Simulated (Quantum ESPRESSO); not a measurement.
Quantum ESPRESSO run on MgH₂ (Pa-3, 12 atoms in the cell): self-consistent single point.

Method of the run: PBEsol, GBRV 1.5 ultrasoft (PBESOL) pseudopotentials (plane waves; Quantum ESPRESSO).

```
MgH2
1.0
    4.78923     0.00000     0.00000
    0.00000     4.78923     0.00000
    0.00000     0.00000     4.78923
Mg H
4 8
Direct
  0.50000   0.50000   0.00000
  0.00000   0.50000   0.50000
  0.00000   0.00000   0.00000
  0.50000   0.00000   0.50000
  0.15606   0.84394   0.34394
  0.84394   0.15606   0.65606
  0.34394   0.15606   0.84394
  0.65606   0.84394   0.15606
  0.65606   0.65606   0.65606
  0.34394   0.34394   0.34394
  0.84394   0.34394   0.15606
  0.15606   0.65606   0.84394
```

Reference input (self-consistent single point, DFT, PBEsol, plane waves, GBRV 1.5 ultrasoft (PBESOL) pseudopotentials): ecutwfc = 40 Ry; ecutrho = 200 Ry; occupations = smearing; smearing = gaussian; degauss = 0.000734986 Ry; potentials = {Mg: mg_pbesol_v1.4.uspp.F.UPF, H: h_pbesol_v1.4.uspp.F.UPF}; K_POINTS = automatic 6 6 6 0 0 0; conv_thr = 1e-10 Ry. This run's input differs from it in these lines:

```diff
@@ -38,3 +38,3 @@
 K_POINTS automatic
-6 6 6  0 0 0
+6 6 6  0 0 1
 CELL_PARAMETERS bohr
```

Output, abridged:

```
     Self-consistent Calculation

     iteration #  1     ecut=    40.00 Ry     beta= 0.70

     total energy              =    -509.62180643 Ry
     estimated scf accuracy    <       1.06179258 Ry

     iteration #  2     ecut=    40.00 Ry     beta= 0.70

     total energy              =    -509.81130345 Ry
     estimated scf accuracy    <       0.02070671 Ry

     iteration #  3     ecut=    40.00 Ry     beta= 0.70

     total energy              =    -509.81350839 Ry
     estimated scf accuracy    <       0.00072429 Ry

   [... 2 blocks of this kind left out ...]

     iteration #  6     ecut=    40.00 Ry     beta= 0.70

     total energy              =    -509.81354088 Ry
     estimated scf accuracy    <       0.00000006 Ry

     iteration #  7     ecut=    40.00 Ry     beta= 0.70
     End of self-consistent calculation

     the Fermi energy is     4.0914 ev

!    total energy              =    -509.81354089 Ry
     estimated scf accuracy    <          2.9E-11 Ry
     smearing contrib. (-TS)   =      -0.00000000 Ry
     internal energy E=F+TS    =    -509.81354089 Ry

     convergence has been achieved in   7 iterations

     Forces acting on atoms (cartesian axes, Ry/au):

     atom    1 type  1   force =     0.00000000   -0.00000000   -0.00000000
     atom    2 type  1   force =     0.00000000   -0.00000000   -0.00000000
     atom    3 type  1   force =     0.00000000    0.00000000   -0.00000000
     atom    4 type  1   force =     0.00000000    0.00000000    0.00000000
     atom    5 type  2   force =    -0.00104274    0.00104274    0.00104274
   [... lines left out ...]

     Total force =     0.005108     Total SCF correction =     0.000000

          total   stress  (Ry/bohr**3)                   (kbar)     P=       -1.77
  -0.00001204   0.00000000   0.00000000           -1.77        0.00        0.00
   0.00000000  -0.00001204   0.00000000            0.00       -1.77        0.00
   0.00000000   0.00000000  -0.00001204            0.00        0.00       -1.77

   JOB DONE.
```

The run converged in 7 iterations. Against the reference run the free energy is nearly the same (within 1 meV/atom), the pressure stays at -0.18 GPa, the largest force stays at 0.046 eV/Å and the gap on the mesh goes from 2.423 to 2.438 eV.

The starting cell comes from a database of computed structures (which also holds hypothetical and non-ambient phases and stackings), without a prior relaxation at this level. The shifted mesh does not hold Γ, so a gap read on it misses any band edge there.

Cost on one core of a shared machine: roughly 80 s.
